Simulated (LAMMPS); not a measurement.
System: a melt made from Cu (fcc), 256 atoms, at 1770 K and 5 GPa, brought to that temperature within a few picoseconds.

Level of theory: MD with a machine-learned potential, pair style snap, file Cu_Zuo_JPCA2020.quadratic.snap; code LAMMPS.

### Question
Give probability per degree against angle (°) as the simulation yields it.

### Answer
State found: liquid.
```tsv
angle (°)	probability per degree, Cu-Cu-Cu
31.50	0.0000
34.50	0.0001
37.50	0.0007
40.50	0.0029
43.50	0.0061
46.50	0.0094
49.50	0.0118
52.50	0.0132
55.50	0.0135
58.50	0.0131
61.50	0.0116
64.50	0.0101
67.50	0.0087
70.50	0.0073
73.50	0.0070
76.50	0.0069
79.50	0.0066
82.50	0.0067
85.50	0.0073
88.50	0.0077
91.50	0.0083
94.50	0.0089
97.50	0.0097
100.5	0.0101
103.5	0.0101
106.5	0.0101
109.5	0.0101
112.5	0.0099
115.5	0.0093
118.5	0.0088
121.5	0.0083
124.5	0.0076
127.5	0.0072
130.5	0.0067
133.5	0.0062
136.5	0.0061
139.5	0.0057
142.5	0.0053
145.5	0.0052
148.5	0.0047
151.5	0.0044
154.5	0.0040
157.5	0.0037
160.5	0.0032
163.5	0.0027
166.5	0.0024
169.5	0.0018
172.5	0.0014
175.5	0.0008
178.5	0.0003
```

Caution: a run this short can hold a crystal over, or a liquid under, the potential's own melting point, which these runs don't give.
